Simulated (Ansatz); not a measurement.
Amorphous Si24O48H2, 74 atoms at 2.16 g/cm³, one PBE-relaxed geometry, zone centre. Methods: PBE, scalar-relativistic without spin-orbit coupling (Ansatz, an electronic-structure program); r2SCAN, scalar-relativistic without spin-orbit coupling (Ansatz); HSE06, scalar-relativistic without spin-orbit coupling (Ansatz). Plane waves to 420 eV (r2SCAN 500 eV); exact exchange is cut at the cell's faces. The usual formal charges leave 2 electrons over, so the level spacing at the Fermi energy parts defect or band states and needn't be the band gap. At PBE the levels at the filled edge of the gap are localised (band-tail or defect states), and the nearest spread-out levels lie 5.2 eV apart at the zone centre. All rungs ran without spin polarisation.

It comes from a melt-quench run on a machine-learned potential (CHGNet), relaxed afterwards by DFT. O atoms were pushed apart under 1.9 Å during the dynamics, to hinder bonds among them. The hot cell started wider than the set density and was brought back towards it in steps. It is the lowest in DFT energy of 2 quenches. It is a model cell: composition and starting density were chosen by hand, and all elements were melted together. No dispersion term was used. A short ab initio anneal came between quench and relaxation. Its density started from a set value of 2.16 and ended at 2.16 g/cm³. The simulated quench (nominally 390 K/ps over its main leg) is rapid and tends to freeze in more defects than a deposited or slowly cooled glass has. A cell of this size samples the disorder only roughly. The volume was held where the preparation left it, at a PBE pressure of 0.1 GPa. Stress components on the final sampling reach 1.8 GPa. Cycles of charging lowered its energy after that relaxation.

The relaxation ran on the zone centre alone. At PBE the level spacing at the Fermi energy is 3.27 eV on a 2×2×2 Γ-centred mesh, and the spacing at the zone centre alone 3.33 eV.

### Question
What zone-centre spacing does r2SCAN give, roughly?

### Answer
3.86 eV (+0.52 eV against PBE).

### Question
What zone-centre spacing does HSE06 give, roughly?

### Answer
4.65 eV (+1.31 eV against PBE).

The highest filled and the lowest empty state spread over these numbers of atoms (participation numbers): PBE: 6.3 and 33.3; r2SCAN: 6.1 and 34.5; HSE06: 5.8 and 36.4.
